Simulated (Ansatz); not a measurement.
The starting structures come from a database of crystals and need not be the phases stable at ambient conditions.

By PBEsol, the system below comes out a metal.

Data:

```
RuTi
1.0
    3.06957     0.00000     0.00000
    0.00000     3.06957     0.00000
    0.00000     0.00000     3.06957
Ti Ru
1 1
Cartesian
  0.00000   0.00000   0.00000
  1.53478   1.53478   1.53478
```

The cell is taken as given; by PBEsol it stands under a pressure of -5.2 GPa.

The current flows along the normal of the first two printed cell vectors, the (001) plane of the conventional cell. No spin-orbit coupling; the value is a mean over 0.1 eV about the Fermi level.

Problem. State the ballistic conductance per area according to PBEsol run with Ansatz (a quantum-chemistry and plane-wave program).

Solution. 0.49 × 10¹⁵ S/m² for both spins.
